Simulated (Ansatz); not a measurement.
**Do energy and pressure agree? Two volumes of Ni (Fm-3m, 1 atom in the cell)**

```
Ni
1.0
    0.00000     1.75472     1.75472
    1.75472     0.00000     1.75472
    1.75472     1.75472     0.00000
Ni
1
Cartesian
  0.00000   0.00000   0.00000
```
Moments meant for the start (each program seeds them in its own way; μB, in the order of the atoms Ni): 1.0.

Computed with PBE, PAW files (plane waves; Ansatz, a quantum-chemistry and plane-wave program).

Settings: basis.ecutwfc = 1010 eV; kpoints.mp_grid.grid = 16 16 16; hamiltonian.xc = pbe; hamiltonian.pseudopotentials = {kind: paw} (the program's default PAW files); magnetization.spin_polarized = true; scf.occupations.method = gaussian; scf.occupations.width = 0.1 eV. This cutoff ends a ladder whose last two steps agree within 1 meV/atom.

The second cell is the first with its lattice scaled by 0.98, at the same fractional positions.

The starting cell has typed, rounded lattice constants, without a prior relaxation at this level. Its lattice was rescaled by up to half a per cent. With one magnetic atom in the cell only a parallel order is possible. Ansatz's pressure includes its estimate of the finite-basis (Pulay) stress.

Net moments: 0.60 and 0.59 μB/atom.

| cell | volume (Å³/atom) | pressure (GPa) | F less the first cell's (meV/atom) |
|---|---|---|---|
| first | 10.8057 | 1.29 | 0.00 |
| second | 10.1703 | 15.76 | ? |

### Question
Estimate the energy of the second cell from the pressures, and the bulk modulus between the two volumes.

### Answer
With P = −dF/dV, the trapezoid gives ΔF ≈ −(P₁ + P₂)/2 · ΔV = −(8.525 GPa) · (-0.6354 Å³) = 33.81 meV/atom (1 eV/Å³ = 160.22 GPa). The modulus at fixed fractional positions is B = −ΔP/Δln V = 239 GPa, a mean over the interval; zero pressure lies outside it, so this is not the modulus at equilibrium. P(V) is curved, so the trapezoid lies high by about |ΔV|³·B·(1 + B′)/(12·V̄²) = 1.45 meV/atom for an assumed B′ = 4, which leaves 32.36 meV/atom. The runs gave 32.15 meV/atom, a miss of 0.21 meV/atom. Cases were kept where this miss is small, so the page shows the method and is no test of it.

Left out of this page: 15 runs of the series outside the window shown, repeating another row's setting, or not comparable.

Keys are those of Ansatz 0.2.
